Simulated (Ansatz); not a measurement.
Start from FeS2 (space group Pa-3, No. 205; a = 5.404 Å; non-magnetic).

Calculations: PBE (Ansatz, a program for electronic structure), without spin-orbit coupling, earlier PAW set.

Before the change:

The band gap comes out as 0.39 eV. The width of the top valence band is 0.36 eV and the electron mass is 0.37 mₑ (at Γ).

The change: every lattice vector is shortened by 1.23 %, atoms relaxed at fixed cell.

Q: What happens to the band gap?

A: The band gap shrinks by 0.04 eV to 0.35 eV.

Q: How does this affect the width of the top valence band?

A: The width of the top valence band increases by 0.033 eV to 0.40 eV.

Q: Estimate the effect on the energy relative to the base.

A: The energy increases by 9.2 meV/atom.

Q: How does this affect the electron mass?

A: The electron mass becomes 0.34 mₑ (at Γ) (base: 0.37 mₑ (at Γ)).

The cells carry an imposed strain or load. Effective masses come from finite differences of ±0.01 Å⁻¹. Whether these cells are dynamically stable was not tested. Seeded moments were not kept for the base. All final runs are without spin polarisation.
